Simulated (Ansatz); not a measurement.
An Ansatz (a first-principles code) input (r2SCAN (Ansatz, PAW, spin-orbit coupling left out)):

Ansatz 0.2 input:
```yaml
crystal:
  lattice:
    - [0, 3.5190578531, 3.5190578531]
    - [3.5190578531, 0, 3.5190578531]
    - [3.5190578531, 3.5190578531, 0]
  atoms:
    - { symbol: S, position: [0.75, 0.75, 0.75] }
    - { symbol: Ba, position: [0, 0, 0] }
basis: { ecutwfc: 500, ecutrho_ratio: 4, xc_grid: 4, fft_grid_basis: typed }
kpoints: { mp_grid: { grid: [8, 8, 8] } }
hamiltonian:
  xc: r2scan
  dispersion: none
  pseudopotentials: { kind: paw }
scf: { occupations: { method: fermi_dirac, width: 0.05 }, convergence: { dr2_threshold: 0.0000000002 } }
output: { forces: true, stress: true }
```

Question: Which symmetry and how many k-points will the program report, and about how many plane waves at Γ?

Answer: Space group F-43m (ITA 216) with 24 operations, k-points 29 of 512, and 2229 plane waves at Γ.

Whether these cells are dynamically stable was not tested. The cell is BaS in the zinc blende structure (space group F-43m, No. 216; a hypothetical phase, not in the database extracts checked).
